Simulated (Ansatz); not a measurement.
Bond-angle distributions (per cent of the angles at each element, bins of 10°) of a relaxed model of hydrogenated amorphous carbon (C120H32) at 1.61 g/cm³. Method: PBE-D3(BJ), scalar-relativistic without spin-orbit coupling (plane waves to 420 eV, PAW; Ansatz, a first-principles code). In the spin-polarised cell the level spacing at the Fermi energy can part levels of unlike spin.

It comes from a melt-quench run on a machine-learned potential (CHGNet), relaxed afterwards by DFT. The hot cell started wider than the set density and was brought back towards it in steps. It is the lowest in DFT energy of 4 quenches. It is a model cell: composition and starting density were chosen by hand, and all elements were melted together. The geometry includes D3(BJ) dispersion. Its density started from a set value of 1.61 and ended at 1.61 g/cm³. The simulated quench (nominally 420 K/ps over its main leg) is rapid and tends to freeze in more defects than a deposited or slowly cooled glass has. Values belong to this one cell and scatter from quench to quench. Volume and shape were free in the relaxation. On a 2×2×2 Γ-centred mesh force components of up to 0.31 eV/Å stay, since the relaxation ran on one k-point at (1/4, 1/4, 1/4).

Bonds are counted up to C-C 1.74 Å, C-H 1.30 Å, H-H 0.90 Å.

```csv
angle (°),at C
50-60,0
60-70,0
70-80,0
80-90,0
90-100,0
100-110,13
110-120,43
120-130,35
130-140,7
140-150,1
150-160,0
160-170,1
170-180,1
```

They go with these counts of neighbours within the cut-offs, cation contacts included: C mean 3.0, most often 3.
